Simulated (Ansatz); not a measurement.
## Energy of zinc-blende KCl (model structure) less that of rock-salt KCl, by level of theory

No measured value is used here.

```
level (code)         value (meV/atom)
-------------------  ----------------
LDA (Ansatz)                        ?
PBE (Ansatz)                        ?
PBE-D3(BJ) (Ansatz)               153
rVV10 (Ansatz)                    171
r²SCAN (Ansatz)                   142
HSE06 (Ansatz)                    102
PBE0 (Ansatz)                     101
```

Question: Fill in the missing entries.

Answer: 
- LDA (Ansatz, a first-principles code), value (meV/atom): 164
- PBE (Ansatz), value (meV/atom): 95

Values are at the level's own relaxed cell; PBE0 at the r²SCAN cell. Ansatz's density-functional and Hartree–Fock values are scalar-relativistic unless marked +SOC, with PAW data made under PBE.

A model structure was made by putting elements into a prototype or built by hand; it is no filed structure, need not be a known phase, and can be a saddle point held by its symmetry.
